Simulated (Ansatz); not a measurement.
# Elastic constant C12 of cubic perovskite BaZrO3 at several levels of theory

No measured value is used here.

| level (code) | value (GPa) | cell (Å³/atom) |
|---|---|---|
| PBE (Ansatz) | 79.1 | 15.11 |
| r²SCAN (Ansatz) | ___ | 14.87 |
| PBE0 (Ansatz) | 87.8 | 14.73 |

**Question.** Complete the blanks.

**Answer.** 
- r²SCAN (Ansatz, a quantum-chemistry and plane-wave program), value (GPa): 85.5

PBE, r²SCAN, PBE0: the relaxation could not lower the start's symmetry, so the cell can be a saddle point above a distorted one. Each level is taken at its own relaxed cell. Cutoffs differ between the levels. Ansatz's density-functional and Hartree–Fock values are scalar-relativistic unless marked +SOC, with PAW data made under PBE.
